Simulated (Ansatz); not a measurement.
Start from NbN in the rock salt structure (space group Fm-3m, No. 225; a = 4.421 Å).

The values are results of PBE in Ansatz (plane waves to 420 eV, PAW, no SOC), not measurements.

Before the change:

```
Quantity               Value
-------------------  -------
Band gap                zero
Lattice parameter a  4.421 Å
```

Modification: a hydrostatic pressure of 45 GPa.

Task: What does the calculation give for the band gap and lattice parameter a after the change?

Result: The band gap stays zero; the lattice parameter a shrinks by 0.165 Å, from 4.421 Å to 4.256 Å.

Load acts through the strain it causes; cell and atoms are relaxed under it. Whether these cells are dynamically stable was not tested. No other phases were tried under pressure. All final runs are without spin polarisation.

Ansatz is a program for electronic structure.
